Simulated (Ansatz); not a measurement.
Start from HgTe in the zinc blende structure (space group F-43m, No. 216).

```yaml
crystal:
  lattice:
    - [0.00000, 3.25510, 3.25510]
    - [3.25510, 0.00000, 3.25510]
    - [3.25510, 3.25510, 0.00000]
  atoms:
    - { symbol: Te, position: [0.25000, 0.25000, 0.25000] }
    - { symbol: Hg, position: [0.00000, 0.00000, 0.00000] }
```

Level of theory: plane-wave PAW DFT at the PBEsol level (Ansatz, an electronic-structure program, 420 eV), without spin-orbit coupling.

Now apply this change: full substitution Te → S; the structure is relaxed again.

Measured lattice parameter a: HgTe 6.46 Å (room temperature; as listed in R. J. Cava et al., Journal of Materials Chemistry C (2013)); HgS 5.841 Å (room temperature; as listed in Cardona et al., arXiv (2009)).

Problem. How well does PBEsol reproduce the measured shift?

Solution. With PBEsol the lattice parameter a moves by -0.634 Å (6.510 → 5.876) against -0.619 Å measured.

Whether these cells are dynamically stable was not tested. The final runs are not spin-polarised.
